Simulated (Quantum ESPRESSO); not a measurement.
A self-consistent single point of C (Fd-3m, 2 atoms in the cell) with Quantum ESPRESSO.

Computed with PBE, SSSP 1.1.2 efficiency (PBE) pseudopotentials (plane waves; Quantum ESPRESSO).

```
CELL_PARAMETERS angstrom
     -1.75865     0.00000     1.75865
      0.00000     1.75865     1.75865
     -1.75865     1.75865     0.00000
ATOMIC_POSITIONS crystal
  C  0.50000 0.50000 0.50000
  C  0.75000 0.75000 0.75000
```

Reference input (self-consistent single point, DFT, PBE, plane waves, SSSP 1.1.2 efficiency (PBE) pseudopotentials): ecutwfc = 45 Ry; ecutrho = 360 Ry; occupations = fixed; potentials = {C: C.pbe-n-kjpaw_psl.1.0.0.UPF}; K_POINTS = automatic 16 16 16 0 0 0; nbnd = 10; conv_thr = 1e-10 Ry. This run's input differs from it in these lines:

```diff
@@ -13,4 +13,4 @@
    ntyp = 1,
-   ecutwfc = 45,
-   ecutrho = 360,
+   ecutwfc = 58,
+   ecutrho = 464,
    occupations = 'fixed',
```

Output, abridged:

```
     Self-consistent Calculation

     iteration #  1     ecut=    58.00 Ry     beta= 0.70

     total energy              =     -36.85575083 Ry
     estimated scf accuracy    <       0.12810581 Ry

     iteration #  2     ecut=    58.00 Ry     beta= 0.70

     total energy              =     -36.86460268 Ry
     estimated scf accuracy    <       0.00247168 Ry

     iteration #  3     ecut=    58.00 Ry     beta= 0.70

     total energy              =     -36.86489786 Ry
     estimated scf accuracy    <       0.00006416 Ry

     iteration #  4     ecut=    58.00 Ry     beta= 0.70

     total energy              =     -36.86490261 Ry
     estimated scf accuracy    <       0.00000011 Ry

     iteration #  5     ecut=    58.00 Ry     beta= 0.70

     total energy              =     -36.86490276 Ry
     estimated scf accuracy    <       0.00000002 Ry

     iteration #  6     ecut=    58.00 Ry     beta= 0.70
     End of self-consistent calculation

     Number of k-points >= 100: set verbosity='high' to print the bands.

     highest occupied, lowest unoccupied level (ev):    14.1224   18.3633

!    total energy              =     -36.86490276 Ry
     estimated scf accuracy    <          8.5E-11 Ry

     convergence has been achieved in   6 iterations

     Forces acting on atoms (cartesian axes, Ry/au):

     atom    1 type  1   force =     0.00000000    0.00000000   -0.00000000
     atom    2 type  1   force =    -0.00000000   -0.00000000    0.00000000

     Total force =     0.000000     Total SCF correction =     0.000000

          total   stress  (Ry/bohr**3)                   (kbar)     P=      219.17
   0.00148987   0.00000000  -0.00000000          219.17        0.00       -0.00
   0.00000000   0.00148987   0.00000000            0.00      219.17        0.00
  -0.00000000   0.00000000   0.00148987           -0.00        0.00      219.17

   JOB DONE.
```

The run converged in 6 iterations. Against the reference run the free energy goes down by 3.1 meV/atom, the pressure goes from 22.05 to 21.92 GPa and the gap on the mesh moves little (4.242 to 4.241 eV).

The starting cell comes from a database of computed structures (which also holds hypothetical and non-ambient phases and stackings), without a prior relaxation at this level. Its lattice was rescaled by a random factor within 2.5 % of one.
